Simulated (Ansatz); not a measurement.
Start from BP in the zinc blende structure (space group F-43m, No. 216; a = 4.491 Å). Axes: x, y, z lie along the cube axes.

All numbers come from LDA (Ansatz, a program for electronic structure, PAW, no SOC).

Strains are applied to the cell and any free atomic positions relax.

One change was made to it. Results:

The valence-band top at Γ (three highest levels, from the VBM) goes from 0.00, 0.00, 0.00 eV to 0.00, 0.00, -0.10 eV; the shortest interatomic distance rises by 0.007 Å (1.944 Å → 1.951 Å); the band gap shrinks by 0.047 eV to 1.10 eV; the pressure (mean of the normal stresses, compression positive) drops by 1.72 GPa, from -0.01 GPa to -1.73 GPa.

Q: Which change produced these results?
A) uniaxial strain ε_zz = +3.00 %
B) uniaxial strain ε_zz = −3.00 %
C) uniaxial strain ε_zz = −0.50 %
D) uniaxial strain ε_zz = −2.00 %
E) uniaxial strain ε_zz = +1.00 %

A: E, uniaxial strain ε_zz = +1.00 %. For comparison, the valence-band top at Γ in the other runs: uniaxial strain ε_zz = −0.50 % gives 0.00, -0.05, -0.05 eV; uniaxial strain ε_zz = +3.00 % gives 0.00, 0.00, -0.30 eV; uniaxial strain ε_zz = −2.00 % gives 0.00, -0.20, -0.20 eV; uniaxial strain ε_zz = −3.00 % gives 0.00, -0.29, -0.29 eV.

Stability against distortions was not tested.
